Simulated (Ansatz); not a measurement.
Levels about the gap of amorphous In24O38Ge (63 atoms in a cell of 894 Å³, 6.39 g/cm³; zone centre alone, so wide bands show as single levels with stretches between that a denser mesh fills), at the geometry that PBE relaxed, where it gives 2.0 GPa on a denser mesh. The participation number counts the atoms over which a state spreads; weights are charges in smoothed Voronoi cells. The levels come from a single point, so bond lengths are those of that geometry. Method of the levels: PBE, scalar-relativistic without spin-orbit coupling (Ansatz, a quantum-chemistry and plane-wave program). Sampling: the zone centre alone; Fermi-Dirac width 0.02 eV; no spin polarisation. At PBE the levels at the filled edge of the gap are localised (band-tail or defect states).

It comes from a melt-quench run on a machine-learned potential (CHGNet), relaxed afterwards by DFT. O atoms were pushed apart under 1.9 Å during the dynamics, to hinder bonds among them. The hot cell started wider than the set density and was brought back towards it in steps. It is the lowest in DFT energy of 2 quenches. It is a model cell: composition and starting density were chosen by hand, and all elements were melted together. No dispersion term was used. Its density started from a set value of 6.39 and ended at 6.39 g/cm³. Cooling (nominally 280 K/ps over its main leg) ran many orders faster than in experiment, which tends to leave more defects and strain. One small periodic cell is one sample of the glass; other quenches scatter about these values. The volume was held where the preparation left it and the shape relaxed, at a PBE pressure of 2.0 GPa. Stress components on the final sampling reach 2.0 GPa.

```
E - E(highest filled), eV  filling  participation number        largest on  weight O  weight In  weight Ge
-------------------------  -------  --------------------  ----------------  --------  ---------  ---------
-0.42                       filled                  15.6   O, 3 neighbours      0.94       0.06       0.00
-0.40                       filled                  15.8   O, 3 neighbours      0.95       0.05       0.00
-0.38                       filled                  16.4   O, 4 neighbours      0.93       0.07       0.00
-0.31                       filled                  18.9   O, 3 neighbours      0.93       0.07       0.00
-0.22                       filled                  14.5   O, 4 neighbours      0.94       0.06       0.00
-0.21                       filled                  10.5   O, 4 neighbours      0.95       0.05       0.00
0.00                        filled                   4.3   O, 3 neighbours      0.95       0.05       0.00
0.44                         empty                  59.7  In, 5 neighbours      0.56       0.43       0.01
3.12                         empty                  32.0  In, 5 neighbours      0.59       0.41       0.00
3.34                         empty                  37.9  In, 4 neighbours      0.63       0.37       0.01
3.38                         empty                  18.7  In, 5 neighbours      0.58       0.42       0.00
3.62                         empty                  42.7  In, 5 neighbours      0.61       0.38       0.01
3.71                         empty                  43.1  In, 5 neighbours      0.62       0.37       0.01
3.87                         empty                  44.3  In, 6 neighbours      0.62       0.36       0.03
```

Most localised among these is the filled level at +0.00 eV, on a O atom, which has 3 neighbours (In 2.04 Å, In 2.04 Å, In 2.12 Å).
